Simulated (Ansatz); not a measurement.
Consider the following.

```yaml
crystal:
  lattice:
    - [3.18693, 0.00000, 0.00000]
    - [-1.59347, 2.75996, 0.00000]
    - [1.59347, -0.91999, 2.60212]
  atoms:
    - { symbol: Ga, position: [0.00000, 0.00000, 0.00000] }
    - { symbol: N, position: [0.75000, 0.25000, 0.75000] }
```

Space group of this cell: F-43m, zinc blende. The cell is taken as given; by r2SCAN its mean pressure is -1.2 GPa.

Transport runs along the normal of the first two printed cell vectors, the (111) plane of the conventional cell.

The gap is the functional's own, uncorrected, and κ follows it; spin-orbit coupling is left out. Mid-gap values are interpolated between the computed energies.

Problem. Estimate the band gap and the smallest decay constant κ at mid-gap that r2SCAN run with Ansatz (a quantum-chemistry and plane-wave program) returns for this system.

Solution. Gap 2.13 eV on a 12×12×12 mesh; κ = 0.146 1/Å, at the zone centre.
